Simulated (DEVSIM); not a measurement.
System: abrupt Si n-p junction, at 300 K.

Layer 1 from the left is Si, thickness (μm) 1.40, Nd (cm⁻³) 8.6e15, τn (s) 0.0007, τp (s) 0.0007. Layer 2 from the left is Si, thickness (μm) 0.600, Na (cm⁻³) 5.1e17, τn (s) 0.0007, τp (s) 0.0007.

Left contact: ohmic. Right contact: ohmic. Voltage is applied to the left contact. Recombination: SRH at mid-gap, Auger. Gap narrowing is on: ΔEg = 6.92 meV × (l + √(l² + 0.5)), l = ln(N/1.3e17 cm⁻³), shared equally by both band edges. Mobility is μmin + (μ − μmin)/(1 + (N/Nref)^α).

This is a model device: material constants are rounded textbook-type values typed into the input, and sizes, dopings and lifetimes were drawn at random. Values at 300 K.

Si: gap (eV) 1.124, affinity (eV) 4.05, permittivity 11.7, Nc (cm⁻³) 2.86e19, Nv (cm⁻³) 3.1e19, μn (cm²/Vs) 1417, μp (cm²/Vs) 470, μn,min 52, μp,min 45, Nref,n 9.7e16, Nref,p 2.2e17, αn 0.68, αp 0.72, Cn (cm⁶/s) 2.8e-31, Cp (cm⁶/s) 9.9e-32.

Simulated with DEVSIM: 1D drift-diffusion, Boltzmann statistics, complete ionisation; no tunnelling, impact ionisation, image-force lowering or self-heating.

**Question.** What does the simulation give for the dark forward voltage at 100 A/cm², the dark forward voltage at 1 A/cm², the potential step across the device at zero bias, the largest field in the device at zero bias?

**Answer.** dark forward voltage at 100 A/cm² 0.705 V; dark forward voltage at 1 A/cm² 0.576 V; potential step across the device at zero bias 0.798 V; largest field in the device at zero bias 51000 V/cm.
